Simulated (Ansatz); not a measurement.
Take BAs in the zinc blende structure (space group F-43m, No. 216; a = 4.768 Å) as the base. Axes: x, y, z lie along the cube axes.

It is then changed as follows: uniaxial strain ε_zz = −2.72 %, all other strain components held at zero; the atoms relax in the strained cell.

Levels (all Ansatz, a first-principles code, PAW): PBEsol (420 eV, no spin-orbit coupling); r2SCAN (500 eV, no spin-orbit coupling); HSE06 (420 eV, scalar-relativistic without spin-orbit coupling).

One geometry, relaxed with PBEsol, under each level:

```json
[
 {"level": "PBEsol", "band gap": "0.64 eV", "lowest conduction level above the VBM at special points": "M 0.88 eV; X 1.23 eV; S₀ 1.45 eV; S 1.45 eV", "electron mass": "1.1 mₑ along k, 0.21 mₑ across (off the special points)", "hole mass": "0.24 mₑ along z, 0.21 mₑ across (at Γ)", "pressure": "4.09 GPa"},
 {"level": "r2SCAN", "band gap": "0.89 eV", "lowest conduction level above the VBM at special points": "M 1.16 eV; X 1.50 eV; S₀ 1.76 eV; S 1.76 eV", "electron mass": "1.1 mₑ along k, 0.21 mₑ across (off the special points)", "hole mass": "0.23 mₑ along z, 0.20 mₑ across (at Γ)", "pressure": "5.72 GPa"},
 {"level": "HSE06", "band gap": "(withheld)", "lowest conduction level above the VBM at special points": "(withheld)", "electron mass": "–", "hole mass": "–", "pressure": "–"}
]
```

Task: Give the withheld HSE06 results.

Result: 
- HSE06, band gap: 1.35 eV
- HSE06, lowest conduction level above the VBM at special points: M 1.61 eV; X 1.95 eV; S₀ 2.23 eV; Γ 3.86 eV

Single points use the geometry relaxed with PBEsol. Their cutoffs differ, which shifts pressures a little. The hybrid gap comes from the SCF mesh plus the semilocal run's edge points and a few special points and is an upper bound. Effective masses come from finite differences of ±0.01 Å⁻¹. Along k means along the line from Γ to the band edge. Stability against distortions was not tested. Labels are those of the standard path for the cell's own space group.
